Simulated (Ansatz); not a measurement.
An Ansatz (a program for electronic structure) run: Ca with a change (Ca → Ba); PBEsol (Ansatz; PAW; 420 eV plane waves; no spin-orbit coupling).

Input:

Ansatz 0.2 input:
```yaml
crystal:
  lattice:
    - [0, 3.0776892161, 3.0776892161]
    - [3.0776892161, 0, 3.0776892161]
    - [3.0776892161, 3.0776892161, 0]
  atoms:
    - { symbol: Ba, position: [0, 0, 0] }
basis: { ecutwfc: 420, ecutrho_ratio: 4, xc_grid: 2, fft_grid_basis: typed }
kpoints: { mp_grid: { grid: [13, 13, 13] } }
hamiltonian:
  xc: pbesol
  dispersion: none
  pseudopotentials: { kind: paw }
scf: { occupations: { method: fermi_dirac, width: 0.05 }, convergence: { dr2_threshold: 0.0000000001 } }
output: { forces: true, stress: true }
checkpoint: { write: state.ck, write_every: 1000 }
```

Output (explanatory and most iteration lines left out):

```
Pseudopotential: Ba, paw, valence charge 10
Crystal: 1 atoms, lattice volume = 58.305 Å³
Basis set: ecut = 420 eV, 1139 PW (Γ), exchange–correlation on 60×60×60 points (8 copies of the dense FFT grid, shifted against one another)
Bands: 9, of which v1, the nominal top of the filled ones, is band 5 counted from 1 (4 counted from 0)
Symmetry: 48 space group operations
Space group: Fm-3m (ITA 225), of the structure as read, at distance tolerance 3.9e-5 Å
k-points: 84 of 2197
Functional: x = pbesol(κ = 0.804, μ = 0.12345679012345678), c = pbesol(β = 0.046)
SCF iter   1: F=—  HF=-5862.598494 eV  |F-HF|=—  |Δ(HF+E_count)|=         —  Δρ=1.55e-3  dr2=1.01e-3  ethr=1.77e-3  ⟨swp⟩=7.5  Hψ=7446  notcnv=0
SCF iter   2: F=—  HF=-5862.598695 eV  |F-HF|=—  |Δ(HF+E_count)|=   2.01e-4  Δρ=8.99e-4  dr2=4.09e-4  ethr=1.01e-5  ⟨swp⟩=2.5  Hψ=1780  notcnv=0
SCF 1 converged in 8 iterations: F = -5862.598718 eV  dr2 = 1.84e-13
SCF converged after 8 iterations
Free energy (F): -5862.598718 eV
Internal energy: -5862.584599 eV  (E = F + TS)
E sigma→0 (E₀):  -5862.591659 eV
Entropy (-TS):   -0.014119 eV (-14.119 meV/atom)
Fermi energy:    6.352878 eV
--- Forces (eV/Å), atoms counted from 1 ---
  atom   1  Ba    -0.00000000    -0.00000000    -0.00000000
--- Stress (GPa, compression-positive) ---
       -0.000091      -0.000000       0.000000
       -0.000000      -0.000091       0.000000
       -0.000000       0.000000      -0.000091
  P = ⅓ Tr σ = -0.0001 GPa (-0.001 kbar)
```

No phonon test of stability was made. The cell was made from Ca by this change: Ca → Ba; the result is a model cell, its experimental status unchecked. This is not the structure that Ba has at room temperature and ambient pressure.
